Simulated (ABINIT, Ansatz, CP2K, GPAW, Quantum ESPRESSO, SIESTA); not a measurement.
**Code comparison for Li3Mg (I4/mmm, 4 atoms in the cell)**

Self-consistent single point.

```yaml
crystal:
  lattice:
    - [-2.15793, 2.15793, 4.27820]
    - [2.15793, -2.15793, 4.27820]
    - [2.15793, 2.15793, -4.27820]
  atoms:
    - { symbol: Li, position: [0.50000, 0.50000, 0.00000] }
    - { symbol: Li, position: [0.25000, 0.75000, 0.50000] }
    - { symbol: Li, position: [0.75000, 0.25000, 0.50000] }
    - { symbol: Mg, position: [0.00000, 0.00000, 0.00000] }
```

All programs got the same cell, k-point mesh and kind of occupations (in Ansatz's words: kpoints.mp_grid.grid = 11 11 11; scf.occupations.method = fermi_dirac; scf.occupations.width = 0.05 eV); potentials, basis and cutoffs are each program's usual ones.

| code | model | pressure (GPa) | k-points | cutoff |
|---|---|---|---|---|
| SIESTA | GGA PBEsol, numerical atomic orbitals DZP, PseudoDojo PBEsol standard norm-conserving potentials (rewritten from UPF to PSML) | 0.47 | 666 | grid 350 Ry |
| Ansatz | PBEsol, PAW files made with PBE | 0.08 | 126 | 420 eV |
| GPAW | PBEsol, GPAW PAW datasets PBEsol (made by gpaw-setup) | 0.12 | 126 | 850 eV |
| CP2K | PBEsol, GPW, DZVP-MOLOPT-SR-GTH basis, GTH-PBE potentials (GTH_POTENTIALS) | 0.81 | 666 | grid 1000 Ry |
| ABINIT | PBEsol, norm-conserving pseudopotentials (PseudoDojo nc-sr-04 PBEsol standard) | 0.08 | 126 | 42 Ha |
| Quantum ESPRESSO | PBEsol, GBRV 1.5 ultrasoft (PBESOL) pseudopotentials | 0.09 | 126 | 40 Ry |

The spread over the programs that give each value: pressure within 0.73 GPa.

The starting cell comes from a database of computed structures (which also holds hypothetical and non-ambient phases and stackings), without a prior relaxation at this level.

**Question.** Why do the programs differ, and what cannot be compared?

**Answer.** Differences of this kind can come from the potentials, where these differ, and from what each basis and cutoff leave unconverged. The valence holds different numbers of electrons (SIESTA 19, Ansatz (a first-principles code) 19, GPAW 13, CP2K 19, ABINIT 19, Quantum ESPRESSO 19). The zero of total energies and Fermi levels follows the potentials and each program's conventions, so they are not compared here. SIESTA and CP2K use small atom-centred bases, whose incompleteness enters pressures, forces and empty levels differently from a plane-wave cutoff. Ansatz's pressure is given at a fixed set of plane waves, as the other plane-wave codes print theirs. The programs reduce the same mesh by symmetry to different extents, which changes the work and not the result.

Left out of this page: FLEUR (not drawn, or without a comparable value).

Keys are those of Ansatz 0.2.
